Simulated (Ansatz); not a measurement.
The reference is GaCuSe2 in the chalcopyrite structure (space group I-42d, No. 122; a = 5.672 Å, c = 11.263 Å).

Structures relaxed with Kohn–Sham DFT with the PBE functional, run in Ansatz (an electronic-structure program) with PAW and 420 eV plane waves, scalar-relativistic without spin-orbit coupling.

Base:

Simulated powder pattern, Cu Kα1, λ = 1.54056 Å (kinematic, ideal powder, no thermal factors, no anomalous dispersion; the 10 strongest lines at most, above 2 %, up to 2θ = 90°):

| 2θ (°) | I/Imax (%) | hkl |
|---|---|---|
| 27.28 | 100 | (112) |
| 45.18 | 25 | (220) |
| 45.35 | 49 | (204) |
| 53.58 | 29 | (312) |
| 53.88 | 14 | (116) |
| 65.81 | 7.7 | (400) |
| 72.88 | 11 | (316) |
| 83.54 | 16 | (424) |
| 83.91 | 7.7 | (228) |
| 89.80 | 6.7 | (512) |

Now apply this change: an isotropic linear strain of −2.25 %; the atoms relax in the strained cell.

Task: Where do the lines fall after the change?

Result: 
Simulated powder pattern, Cu Kα1, λ = 1.54056 Å (kinematic, ideal powder, no thermal factors, no anomalous dispersion; the 10 strongest lines at most, above 2 %, up to 2θ = 90°):

| 2θ (°) | I/Imax (%) | hkl |
|---|---|---|
| 27.92 | 100 | (112) |
| 46.28 | 24 | (220) |
| 46.46 | 48 | (204) |
| 54.92 | 29 | (312) |
| 55.23 | 14 | (116) |
| 67.52 | 7.5 | (400) |
| 74.58 | 5.6 | (332) |
| 74.84 | 11 | (316) |
| 85.92 | 15 | (424) |
| 86.30 | 7.7 | (228) |

The indices refer to the base's conventional cell; one index is shown for lines that coincide.

No phonon test of stability was made. The final runs are not spin-polarised.
